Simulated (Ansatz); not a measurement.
The parent structure is PtSe₂ in the CdI2 type structure (space group P-3m1, No. 164; a = 3.772 Å, c = 4.821 Å; layered; relaxed with 0.1 eV smearing). Axes: x lies along a and z along c of the hexagonal cell.

Computed with PBE-D3(BJ) (Ansatz, a first-principles code), no SOC.

One thing is altered: the cell is compressed by 2.50 % along z with no lateral relaxation; the atoms relax in the strained cell.

Problem. Estimate the effect on the energy relative to the base, stress and largest internal atomic displacement.

Solution. The energy increases by 2.7 meV/atom; the stress (xx, yy, zz, yz, xz, xy; compression positive) comes out as (1.2, 1.2, 1.8, 0.0, 0.0, 0.0) GPa; the largest internal atomic displacement is 0.022 Å.

Whether these cells are dynamically stable was not tested. All final runs are without spin polarisation.
